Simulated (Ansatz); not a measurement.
Relaxation of the outer planes of the (100) surface of zinc-blende BN in its 1x1 cell (cut with top plane B, bottom plane B), relaxed from an ideal cut (the real face may reconstruct), outermost plane spacing 0.91 Å in the ideal cut (one of several cuts of this face), with 1 B a cell over the bulk's ratio.

All values below come from PBE (plane waves to 420 eV, PAW; Ansatz, a quantum-chemistry and plane-wave program).

Model: 13-atom slab, B7N6, 10.9 Å thick at the start, 10x10x1 mesh, Fermi-Dirac 0.025 eV, dipole correction, all atoms relaxed; start symmetry kept, larger cells not searched; spin-polarised from one start with parallel moments (other orders not tried), ending with about 1.0 μB a cell, a value that depends on the mesh; orders that need a larger cell were not tried, no spin-orbit, no U. The slab shows no gap on its mesh.

```
plane  atoms  bulk spacing to the next (Å)  relaxed spacing (Å)  change (%)  rumpling (Å)
-----  -----  ----------------------------  -------------------  ----------  ------------
1          B                         0.906                  [?]         [?]          0.00
2          N                         0.906                0.915         1.0          0.00
```

Question: Fill in the missing entries.

Answer: 
- 1, relaxed spacing (Å): 0.850
- 1, change (%): -6.2
